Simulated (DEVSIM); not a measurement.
System: illuminated Si p-on-n cell, one wavelength, with a back-surface field, at 350 K.

Layer 1 from the left is Si, thickness (μm) 0.0540, Na (cm⁻³) 6e18, τn (s) 1e-5, τp (s) 4.4e-6, absorption coefficient (cm⁻¹) 15000. Layer 2 from the left is Si, thickness (μm) 260, Nd (cm⁻³) 1.4e15, τn (s) 6.1e-5, τp (s) 6.1e-5, absorption coefficient (cm⁻¹) 15000. Layer 3 from the left is Si, thickness (μm) 0.510, Nd (cm⁻³) 9.6e18, τn (s) 6.1e-5, τp (s) 6.1e-5, absorption coefficient (cm⁻¹) 15000.

Left contact: ohmic, minority electron recombination velocity 20000 cm/s. Right contact: ohmic, minority hole recombination velocity 20000 cm/s. Voltage is applied to the left contact. Recombination: SRH at mid-gap, radiative, Auger. Light enters at the left, 3.9e17 photons cm⁻² s⁻¹, one pass, no reflection. Mobility is μmin + (μ − μmin)/(1 + (N/Nref)^α).

The device is made up for the run: typed textbook-type constants, with dimensions and the other settings drawn at random. Values at 300 K; Nc and Nv go as T^1.5, mobilities as T to minus their exponent, the gap by Varshni's rule with the affinity fixed.

Si: gap (eV) 1.124, affinity (eV) 4.05, permittivity 11.7, Nc (cm⁻³) 2.86e19, Nv (cm⁻³) 3.1e19, μn (cm²/Vs) 1417, μp (cm²/Vs) 470, μn,min 52, μp,min 45, Nref,n 9.7e16, Nref,p 2.2e17, αn 0.68, αp 0.72, T exponent of μn 2.3, T exponent of μp 2.2, B (cm³/s) 4.7e-15, Cn (cm⁶/s) 2.8e-31, Cp (cm⁶/s) 9.9e-32, Varshni α (eV/K) 0.000473, Varshni β (K) 636.

DEVSIM, 1D drift-diffusion, Boltzmann statistics, complete ionisation; no tunnelling, impact ionisation, image-force lowering or self-heating.

Dark forward current:

| |V| (V) | |J| (A/cm²) |
|---|---|
| 0.05 | 3.009e-8 |
| 0.10 | 1.652e-7 |
| 0.15 | 8.242e-7 |
| 0.20 | 4.162e-6 |
| 0.25 | 2.136e-5 |
| 0.30 | 0.0001107 |
| 0.35 | 0.0005719 |
| 0.40 | 0.002856 |
| 0.45 | 0.01241 |
| 0.50 | 0.04062 |
| 0.55 | 0.1075 |
| 0.60 | 0.2736 |
| 0.65 | 0.7382 |
| 0.70 | 2.223 |
| 0.75 | 7.433 |
| 0.80 | 24.86 |
| 0.85 | 70.90 |
| 0.90 | 160.3 |
| 0.95 | 296.7 |
| 1.00 | 475.9 |
| 1.05 | 691.5 |
| 1.10 | 937.5 |
| 1.15 | 1209 |
| 1.20 | 1501 |
| 1.25 | 1811 |
| 1.30 | 2136 |

**Question.** Work out the local ideality factor n = ΔV / (kT/q · ln(J2/J1)) between the rows 0.15 and 0.20 V, 0.25 and 0.30 V, 1.25 and 1.30 V.

**Answer.** kT/q = 30.16 mV. From 0.15 to 0.20 V: ln(4.162e-6/8.242e-7) = 1.619, n = 1.02, near the 1 of diffusion or emission over a barrier. From 0.25 to 0.30 V: ln(0.0001107/2.136e-5) = 1.645, n = 1.01, near the 1 of diffusion or emission over a barrier. From 1.25 to 1.30 V: ln(2136/1811) = 0.165, n = 10.04.

**Question.** What current could the absorbed light give at most, and what share is collected?

**Answer.** Σ αd = 391, so qΦ(1 − exp(−Σ αd)) = 62.5 mA/cm². The simulated short-circuit current is 62.34 mA/cm², a share of 1.00.

**Question.** Estimate the open-circuit voltage by superposition: the voltage at which the dark current equals that short-circuit current.

**Answer.** Interpolating ln J in the table gives 0.522 V. The simulation gives 0.519 V; the estimate lies 3 mV above. Superposition holds where collection doesn't change with voltage.

**Question.** Estimate the fill factor from FF0 = (v − ln(v + 0.72))/(v + 1), v = qVoc/(nkT), with n from the dark curve.

**Answer.** The rows about Voc, 0.50 and 0.55 V, give n = 1.70, so v = 10.1 and FF0 = 0.695. The simulation gives 0.734; the estimate lies 5.3 % below.
